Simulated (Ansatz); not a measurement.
## What isotropic strain +0.50 % does to Ag

Start from Ag in the fcc (Cu type) structure (space group Fm-3m, No. 225; a = 4.148 Å; relaxed with 0.1 eV smearing).

One thing is altered: an isotropic linear strain of +0.50 %, atoms relaxed at fixed cell.

Level of theory: PBE in Ansatz (plane waves to 420 eV, PAW, no SOC). Γ-centred 27×27×27 mesh, Fermi–Dirac width 0.1 eV.

| quantity | base | changed | shift |
|---|---|---|---|
| volume per atom | 17.85 Å³ | 18.12 Å³ | +0.27 Å³ |
| shortest interatomic distance | 2.933 Å | 2.948 Å | +0.015 Å |
| energy relative to the base (free energy F) | 0 meV/atom | +1.1 meV/atom | +1.1 meV/atom |
| pressure | 0.0 GPa | -1.3 GPa | -1.3 GPa |
| band gap | zero | zero | – |

Final structure:

```xyz
1
Lattice="0.0000 2.0845 2.0845 2.0845 0.0000 2.0845 2.0845 2.0845 0.0000" Properties=species:S:1:pos:R:3 pbc="T T T"
Ag     0.0000     0.0000     0.0000
```

Cost of the whole job for the changed cell (relaxation, final SCF and bands): about 14 core-seconds (a rough figure).

No phonon test of stability was made.

Ansatz is a quantum-chemistry and plane-wave program.
